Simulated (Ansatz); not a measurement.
SnO: biaxial strain −0.59 %, plane normal [001], relaxed out of plane

Start from SnO in the litharge type structure (space group P4/nmm, No. 129; a = 3.836 Å, c = 4.757 Å; layered, stacked along the Cartesian z axis). Axes: x, y, z lie along a, b, c of the conventional cell.

Modification: biaxial strain −0.59 %, plane normal [001], relaxed out of plane (Cartesian); in-plane vectors clamped, the third vector and the atoms free.

Calculations: plane-wave PAW DFT at the PBE-D3(BJ) level (Ansatz, an electronic-structure program, 420 eV), no SOC, earlier PAW set. Γ-centred 12×12×10 mesh, Fermi–Dirac width 0.05 eV.

```tsv
quantity	base	changed	shift
volume per atom	17.50 Å³	17.36 Å³	-0.14 Å³
shortest interatomic distance	4.234 bohr	4.224 bohr	-0.0106 bohr
pressure (mean of the normal stresses, compression positive)	0.0 GPa	0.7 GPa	+0.7 GPa
band gap	zero	zero	–
out-of-plane strain (rough)	–	+0.39 %	–
mean in-plane stress (compression positive) (rough)	–	+1.0 GPa	–
```

Final structure (turned so that z lies along the plane normal):

```
CELL_PARAMETERS angstrom
      3.81355     0.00000     0.00000
      0.00000     3.81355     0.00000
      0.00000     0.00000     4.77609
ATOMIC_POSITIONS crystal
  Sn 0.50000 0.00000 0.24412
  Sn 0.00000 0.50000 0.75588
  O  0.00000 0.00000 0.00000
  O  0.50000 0.50000 0.00000
```

Cost of the whole job for the changed cell (relaxation, final SCF and bands): about 60 core-seconds (a rough figure).

Without a gap, meshes like the base's 12×12×10 leave anisotropic stresses uncertain by several tenths of a GPa, and small strain energies with them. Stability against distortions was not tested. The final runs are not spin-polarised. The zero or small gap of SnO can change with the level of theory.
